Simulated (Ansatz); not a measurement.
The starting structures come from a database of crystals and need not be the phases stable at ambient conditions.

 Where the default PAW files enter, the runs use the earlier of Ansatz's two default sets.

Inside the gap of an insulator the Bloch states are evanescent, with a wavenumber k + iκ along the transport direction.

Input:

```xyz
4
Lattice="4.2437 0.0000 0.0000 -2.1218 3.6752 0.0000 0.0000 0.0000 6.7787" Properties=species:S:1:pos:R:3 pbc="T T T"
Cu     2.1218     1.2251     5.9156
Cu     0.0000     2.4501     2.5263
I      2.1218     1.2251     3.4051
I      0.0000     2.4501     0.0157
```

Space group of this cell: P6_3mc, wurtzite. The cell is strained (lengths along the current scaled by 0.97, ions clamped); by r2SCAN its mean pressure is 1.7 GPa.

Transport runs along the normal of the first two printed cell vectors, the (001) (indices of the unstrained crystal) plane of the conventional cell.

The gap is the functional's own, uncorrected, and κ follows it; spin-orbit coupling is left out. Mid-gap values are interpolated between the computed energies.

Q: Predict the band gap and the smallest decay constant κ at mid-gap from r2SCAN in Ansatz (a quantum-chemistry and plane-wave program).

A: Gap 1.87 eV on a 12×12×6 mesh; κ = 0.149 1/Å, at the zone centre.
